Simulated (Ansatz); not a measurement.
Start from PbS in the zinc blende structure (space group F-43m, No. 216; a hypothetical phase, not in the database extracts checked).

```xyz
2
Lattice="0.0000 3.2715 3.2715 3.2715 0.0000 3.2715 3.2715 3.2715 0.0000" Properties=species:S:1:pos:R:3 pbc="T T T"
S      4.9072     4.9072     4.9072
Pb     0.0000     0.0000     0.0000
```

All numbers come from plane-wave PAW DFT at the PBEsol level (Ansatz, an electronic-structure program, 420 eV), no SOC.

Before the change:

```
Property                                Result
-----------------------------  ---------------
Lattice parameter a                    6.543 Å
Width of the top valence band          2.03 eV
Band gap                               0.63 eV
Gap character                  indirect, W → X
```

One thing is altered: a hydrostatic pressure of 5 GPa.

### Question
How does this affect the lattice parameter a, width of the top valence band, band gap and gap character?

### Answer
The lattice parameter a drops by 0.222 Å, from 6.543 Å to 6.321 Å; the width of the top valence band rises by 0.25 eV (2.03 eV → 2.28 eV); the band gap decreases by 0.32 eV to 0.31 eV; the gap character is still indirect, W → X.

Spin-orbit coupling, missing from the scalar runs, can matter with Pb. Load acts through the strain it causes; cell and atoms are relaxed under it. Whether these cells are dynamically stable was not tested. No other phases were tried under pressure.
